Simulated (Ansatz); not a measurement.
Base system: Re$_{2}$B (space group P4/nmm, No. 129; a hypothetical phase, not in the database extracts checked).

```xyz
6
Lattice="3.5126 0.0000 0.0000 0.0000 3.5126 0.0000 0.0000 0.0000 5.9405" Properties=species:S:1:pos:R:3 pbc="T T T"
Re     0.0000     0.0000     0.0000
Re     1.7563     1.7563     0.0000
Re     1.7563     0.0000     2.0792
Re     0.0000     1.7563     3.8613
B      1.7563     0.0000     4.2298
B      0.0000     1.7563     1.7106
```

Cartesian axes are those of the cell as printed.

Calculations: PBE-D3(BJ) (Ansatz, a quantum-chemistry and plane-wave program, PAW, no SOC).

Strains are applied to the cell and any free atomic positions relax; under biaxial strain the out-of-plane vector relaxes too.

One change was made to it. Results:

The pressure (mean of the normal stresses, compression positive) goes from zero to 2.5 GPa; the volume per atom drops by 0.10 Å³ (12.22 Å³ → 12.12 Å³); the band gap remains zero.

Which of these changes matches the shifts?
(A) biaxial strain −0.22 %, plane normal [001], relaxed out of plane
(B) biaxial strain −0.61 %, plane normal [001], relaxed out of plane
(C) isotropic strain +1.16 %
(D) uniaxial strain ε_yy = −5.46 %

B, biaxial strain −0.61 %, plane normal [001], relaxed out of plane. For comparison, the pressure in the other runs: isotropic strain +1.16 % gives -10.8 GPa; biaxial strain −0.22 %, plane normal [001], relaxed out of plane gives 0.9 GPa; uniaxial strain ε_yy = −5.46 % gives 20.5 GPa.

Without a gap, meshes like the base's 13×13×8 leave anisotropic stresses uncertain by several tenths of a GPa, and small strain energies with them. Whether these cells are dynamically stable was not tested. The final runs are not spin-polarised. The D3 term's C6 switches between coordination references near this geometry, which can add small steps to energies.
